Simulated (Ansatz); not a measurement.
Sc (model structure, started from the diamond type, Fd-3m, No. 227, 2 atoms in the cell), treated with r²SCAN (PAW; Ansatz, a first-principles code).

Numerical settings: plane-wave cutoff 560 eV, 16×16×16 k mesh, Fermi–Dirac smearing 0.05 eV, scalar-relativistic PAW data made under PBE.

Cell (relaxed at this level):

```yaml
crystal:
  lattice:
    - [0.00000, 3.16488, 3.16488]
    - [3.16488, 0.00000, 3.16488]
    - [3.16488, 3.16488, 0.00000]
  atoms:
    - { symbol: Sc, position: [0.25000, 0.25000, 0.25000] }
    - { symbol: Sc, position: [0.00000, 0.00000, 0.00000] }
```

**Question.** Give the computed bulk modulus B0.

**Answer.** 
- bulk modulus B0 = 14.7 GPa

The run finds no gap.

Note: the bulk modulus is −V dP/dV from two relaxed cells at ±2 % in volume; the relaxation could raise the start's symmetry but not lower it, so the cell can be a saddle point.

The computed numbers hold no vibrational or temperature effects.

Cost on a shared machine: about 90 core-seconds (a rough figure).

A model structure was made by putting elements into a prototype or built by hand; it is no filed structure, need not be a known phase, and can be a saddle point held by its symmetry.
